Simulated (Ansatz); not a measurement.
Abridged Ansatz (a first-principles code) output:

```
Pseudopotential: Pd, paw, valence charge 18
Pseudopotential: Co, paw, valence charge 17
Pseudopotential: O, paw, valence charge 6
Crystal: 4 atoms, lattice volume = 42.168 Å³
Basis set: ecut = 420 eV, 829 PW (Γ), exchange–correlation on 90×90×90 points (8 copies of the dense FFT grid, shifted against one another)
Bands: 28, of which v1, the nominal top of the filled ones, is band 24 counted from 1 (23 counted from 0)
Symmetry: 12 space group operations
k-points: 417 of 4096
Functional: x = pbe(κ = 0.804, μ = 0.2195149727645171), c = pbe(β = 0.06672455060314922)
SCF iter   1: F=—  HF=-13232.308722 eV  |F-HF|=—  |Δ(HF+E_count)|=         —  Δρ=6.84e-3  dr2=2.60e-2  ethr=1.77e-3  ⟨swp⟩=6.2  Hψ=46331  notcnv=0
SCF iter   2: F=—  HF=-13232.307680 eV  |F-HF|=—  |Δ(HF+E_count)|=   1.04e-3  Δρ=2.35e-3  dr2=4.27e-3  ethr=5.53e-5  ⟨swp⟩=1.8  Hψ=16335  notcnv=0
SCF 1 converged in 8 iterations: F = -13232.307318 eV  dr2 = 2.41e-11
SCF converged after 8 iterations
Free energy (F): -13232.307318 eV
Internal energy: -13232.304476 eV  (E = F + TS)
E sigma→0 (E₀):  -13232.305897 eV
Entropy (-TS):   -0.002842 eV (-0.711 meV/atom)
Fermi energy:    14.334944 eV
--- Forces (eV/Å), atoms counted from 1 ---
  atom   1  Pd    -0.00000000     0.00000000    -0.00000000
  atom   2  Co     0.00000000     0.00000000     0.00000000
  atom   3  O      0.00000000    -0.00000000    -0.00009235
  atom   4  O      0.00000000     0.00000000     0.00009235
--- Stress (GPa, compression-positive) ---
       -0.001203       0.000000       0.000000
        0.000000      -0.001203      -0.000000
        0.000000      -0.000000      -0.006809
  P = ⅓ Tr σ = -0.0031 GPa (-0.031 kbar)
```

Problem. What was computed, and what are the main results?

Solution. CoPdO2, 4 atoms in the cell, with PBE (Ansatz), no SOC. The last SCF converged to F = -13232.307318 eV, or -3308.0768 eV per atom, at a pressure of 0.00 GPa. The total energy compares only with runs of the same code, potentials and settings.

No phonon test of stability was made. Starting moments died away, wholly or in part, for the base; another magnetic solution may exist. No Hubbard U is applied and the magnetic state is the run's own (CoPdO2 non-magnetic); other magnetic orders, which need larger cells, were not tried and can change the gap. The final runs are not spin-polarised. An odd electron count without spin: CoPdO2. The cell is CoPdO2 (space group R-3m, No. 166; non-magnetic).
